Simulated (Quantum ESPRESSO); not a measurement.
# Quick settings and what they miss: Hf2Al3Ni (R-3m, 6 atoms in the cell)

Self-consistent single point.

```
CELL_PARAMETERS angstrom
      2.60803     1.50575     4.08486
     -2.60803     1.50575     4.08486
      0.00000    -3.01150     4.08486
ATOMIC_POSITIONS crystal
  Hf 0.62654 0.62654 0.62654
  Hf 0.37346 0.37346 0.37346
  Al 0.00000 0.50000 0.00000
  Al 0.00000 0.00000 0.50000
  Al 0.50000 0.00000 0.00000
  Ni 0.00000 0.00000 0.00000
```

Computed with PBEsol, GBRV 1.5 ultrasoft (PBESOL) pseudopotentials (plane waves; Quantum ESPRESSO).

Base settings: ecutwfc = 50 Ry; ecutrho = 400 Ry; occupations = smearing; smearing = fd; degauss = 0.0099958 Ry; potentials = {Hf: hf_pbesol_v1.uspp.F.UPF, Al: al_pbesol_v1.uspp.F.UPF, Ni: ni_pbesol_v1.4.uspp.F.UPF}; K_POINTS = automatic 6 6 6 0 0 0; conv_thr = 1e-10 Ry; mixing_beta = 0.4.

Tight run (finer mesh or higher cutoff; not a proven limit): ecutwfc: 50 Ry → 70 Ry; ecutrho: 400 Ry → 560 Ry; conv_thr: 1e-10 Ry → 7.3e-11 Ry; K_POINTS: automatic 6 6 6 0 0 0 → automatic 9 9 9 0 0 0. It gave Fermi level (on the code's own zero) 12.58 eV; pressure -1.11 GPa; largest force (vector length) 0.108 eV/Å.

Quick runs, as changes from the base:
- A: the base itself
- B: ecutwfc: 50 Ry → 30 Ry; ecutrho: 400 Ry → 240 Ry; smearing: fd → mp; K_POINTS: automatic 6 6 6 0 0 0 → automatic 1 1 1 0 0 0
- C: ecutwfc: 50 Ry → 30 Ry; ecutrho: 400 Ry → 240 Ry
- D: ecutwfc: 50 Ry → 25 Ry; ecutrho: 400 Ry → 200 Ry; smearing: fd → cold; degauss: 0.0099958 Ry → 0.019992 Ry; pseudopotentials: {Hf: hf_pbesol_v1.uspp.F.UPF, Al: al_pbesol_v1.uspp.F.UPF, Ni: ni_pbesol_v1.4.uspp.F.UPF} → {Hf: hf_lda_v1.uspp.F.UPF, Al: al_lda_v1.uspp.F.UPF, Ni: ni_lda_v1.4.uspp.F.UPF}; K_POINTS: automatic 6 6 6 0 0 0 → automatic 2 2 2 0 0 0 [LDA (PZ)]
- E: ecutwfc: 50 Ry → 40 Ry; ecutrho: 400 Ry → 320 Ry; conv_thr: 1e-10 Ry → 7.3e-05 Ry; K_POINTS: automatic 6 6 6 0 0 0 → automatic 2 2 2 0 0 0
- F: ecutwfc: 50 Ry → 30 Ry; ecutrho: 400 Ry → 240 Ry; pseudopotentials: {Hf: hf_pbesol_v1.uspp.F.UPF, Al: al_pbesol_v1.uspp.F.UPF, Ni: ni_pbesol_v1.4.uspp.F.UPF} → {Hf: hf_lda_v1.uspp.F.UPF, Al: al_lda_v1.uspp.F.UPF, Ni: ni_lda_v1.4.uspp.F.UPF}; K_POINTS: automatic 6 6 6 0 0 0 → automatic 3 3 3 0 0 0 [LDA (PZ)]

Energies are extrapolated to zero smearing width, which holds to low order in the width alone (under cold and Methfessel-Paxton smearing the free energy itself is taken).

Dashes: energy of D, F, another energy zero; pressure of E, not trusted under this conv_thr with d or f elements.

† marks runs with another functional, U, potentials or spin treatment: their distance from the tight run is not a convergence error alone.

The count of work is k-points × plane waves × bands × iterations; it is no time. Core times come from one kind of shared machine and are given to one figure; runs under 30 s give none.

The starting cell comes from a database of computed structures (which also holds hypothetical and non-ambient phases and stackings), without a prior relaxation at this level. Its lattice was rescaled by a random factor within 2.5 % of one. Spin polarisation is off.

| run | energy less tight (meV/atom) | pressure less tight (GPa) | largest miss in a force vector (eV/Å) | count of work / tight | core time / tight (rough) |
|---|---|---|---|---|---|
| A | 1.2 | -0.01 | 0.012 | 0.24 | 0.3 |
| B | 656.1 | -37.15 | 0.369 | 0.0034 | 0.06 |
| C | 388.4 | -24.64 | 0.016 | 0.11 | 0.2 |
| D† | – | -95.39 | 0.127 | 0.011 | 0.06 |
| E | -20.8 | – | 0.206 | 0.012 | 0.07 |
| F† | – | -28.65 | 0.041 | 0.018 | 0.05 |

Among the runs at the tight run's level, the energy misses run from 1.2 to 656.1 meV/atom.
